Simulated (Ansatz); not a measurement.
The reference is SrB3C3 (space group Pm-3n, No. 223; a = 4.879 Å; a hypothetical phase, not in the database extracts checked).

The values are results of Ansatz (a program for electronic structure) PBE, no SOC, not measurements.

Base values:

The volume per atom comes out as 8.30 Å³. The band gap comes out as zero.

It is then changed as follows: cell and atoms relaxed at a pressure of 3 GPa.

Problem. Predict the new volume per atom and band gap.

Solution. The volume per atom drops by 0.11 Å³ to 8.19 Å³; the band gap is still zero.

Load acts through the strain it causes; cell and atoms are relaxed under it. Stability against distortions was not tested. The final runs are not spin-polarised.
